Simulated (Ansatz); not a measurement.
Electronic density of states of amorphous Ti10Al12O38, density 3.14 g/cm³, on a 2×2×2 Γ-centred mesh with a Gaussian width of 0.1 eV; energies count from the Fermi level, whose place inside the gap is arbitrary. Cell and mesh are small, so fine structure isn't converged. The numbers are results of PBE, scalar-relativistic without spin-orbit coupling (plane waves to 420 eV, PAW; Ansatz, an electronic-structure program), not measurements. Sampling: a 2×2×2 Γ-centred mesh; Fermi-Dirac width 0.02 eV; no spin polarisation. At PBE the levels at both edges of the gap are localised (band-tail or defect states), and the nearest spread-out levels lie 3.4 eV apart at the zone centre.

It comes from a melt-quench run on a machine-learned potential (CHGNet), relaxed afterwards by DFT. O atoms were pushed apart under 1.9 Å during the dynamics, to hinder bonds among them. The hot cell started wider than the set density and was brought back towards it in steps. It is the lowest in DFT energy of 2 quenches. It is a model cell: composition and starting density were chosen by hand, and all elements were melted together. No dispersion term was used. Its density started from a set value of 3.14 and ended at 3.14 g/cm³. The simulated quench (nominally 140 K/ps over its main leg) is rapid and tends to freeze in more defects than a deposited or slowly cooled glass has. One small periodic cell is one sample of the glass; other quenches scatter about these values. The volume was held where the preparation left it and the shape relaxed, at a PBE pressure of -1.0 GPa (tension). Stress components on the final sampling reach 1.1 GPa.

```
E - EF (eV)  states/(eV atom)
-----------  ----------------
-12.00                   0.00
-11.90                   0.00
-11.80                   0.00
-11.70                   0.00
-11.60                   0.00
-11.50                   0.00
-11.40                   0.00
-11.30                   0.00
-11.20                   0.00
-11.10                   0.00
-11.00                   0.00
-10.90                   0.00
-10.80                   0.00
-10.70                   0.00
-10.60                   0.00
-10.50                   0.00
-10.40                   0.00
-10.30                   0.00
-10.20                   0.00
-10.10                   0.00
-10.00                   0.00
-9.90                    0.00
-9.80                    0.00
-9.70                    0.00
-9.60                    0.00
-9.50                    0.00
-9.40                    0.00
-9.30                    0.00
-9.20                    0.00
-9.10                    0.00
-9.00                    0.00
-8.90                    0.00
-8.80                    0.00
-8.70                    0.00
-8.60                    0.00
-8.50                    0.00
-8.40                    0.00
-8.30                    0.00
-8.20                    0.00
-8.10                    0.00
-8.00                    0.00
-7.90                    0.00
-7.80                    0.00
-7.70                    0.00
-7.60                    0.02
-7.50                    0.09
-7.40                    0.14
-7.30                    0.13
-7.20                    0.18
-7.10                    0.21
-7.00                    0.27
-6.90                    0.34
-6.80                    0.31
-6.70                    0.28
-6.60                    0.22
-6.50                    0.23
-6.40                    0.28
-6.30                    0.29
-6.20                    0.31
-6.10                    0.29
-6.00                    0.30
-5.90                    0.42
-5.80                    0.50
-5.70                    0.52
-5.60                    0.60
-5.50                    0.63
-5.40                    0.63
-5.30                    0.64
-5.20                    0.66
-5.10                    0.71
-5.00                    0.76
-4.90                    0.78
-4.80                    0.80
-4.70                    0.81
-4.60                    0.76
-4.50                    0.87
-4.40                    0.99
-4.30                    0.95
-4.20                    0.81
-4.10                    0.77
-4.00                    0.77
-3.90                    0.76
-3.80                    0.74
-3.70                    0.76
-3.60                    0.78
-3.50                    0.71
-3.40                    0.72
-3.30                    0.77
-3.20                    0.83
-3.10                    0.91
-3.00                    0.90
-2.90                    0.85
-2.80                    0.81
-2.70                    0.82
-2.60                    0.88
-2.50                    0.91
-2.40                    0.93
-2.30                    0.90
-2.20                    0.80
-2.10                    0.73
-2.00                    0.69
-1.90                    0.75
-1.80                    0.78
-1.70                    0.53
-1.60                    0.22
-1.50                    0.30
-1.40                    0.49
-1.30                    0.37
-1.20                    0.08
-1.10                    0.00
-1.00                    0.00
-0.90                    0.00
-0.80                    0.00
-0.70                    0.00
-0.60                    0.00
-0.50                    0.00
-0.40                    0.00
-0.30                    0.00
-0.20                    0.00
-0.10                    0.00
0.00                     0.00
0.10                     0.00
0.20                     0.00
0.30                     0.00
0.40                     0.00
0.50                     0.00
0.60                     0.00
0.70                     0.00
0.80                     0.00
0.90                     0.00
1.00                     0.00
1.10                     0.00
1.20                     0.06
1.30                     0.17
1.40                     0.17
1.50                     0.23
1.60                     0.39
1.70                     0.66
1.80                     0.76
1.90                     0.67
2.00                     0.52
2.10                     0.53
2.20                     0.55
2.30                     0.48
2.40                     0.36
2.50                     0.52
2.60                     0.53
2.70                     0.51
2.80                     0.48
2.90                     0.43
3.00                     0.42
3.10                     0.38
3.20                     0.43
3.30                     0.50
```

The gap between localised states on this mesh is 2.59 eV; the broadening fills part of it in the curve.
